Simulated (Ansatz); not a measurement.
Consider the following.

```
CELL_PARAMETERS angstrom
      0.00000     2.77681     3.03005
      2.77681     0.00000     3.03005
      2.77681     2.77681     0.00000
ATOMIC_POSITIONS crystal
  Ga 0.00000 0.00000 0.00000
  As 0.25000 0.25000 0.25000
```

Computed with r2SCAN with spin-orbit coupling, rigid bands (plane waves, PAW; Ansatz, a program for electronic structure). Condition of this run: uniaxial stress along [001] of -6 GPa (compression positive) (the target of the relaxation). Cell: cell and atoms relaxed with PBEsol, then loaded as said.

Problem. What conductivity effective mass do dilute holes have at 300 K?

Solution. 0.163 (x), 0.163 (y), 0.45 (z) mₑ.

Problem. Predict the electron conductivity mass (n e² τ/σ) at 300 K, by direction if it differs.

Solution. 0.036 (x), 0.036 (y), 0.056 (z) mₑ.

Problem. And the band gap?

Solution. 0.38 eV at this level; semilocal functionals usually fall short of the measured gap.

Rigid bands, one relaxation time for all states, no polarons. Geometry: cell and atoms relaxed with PBEsol.
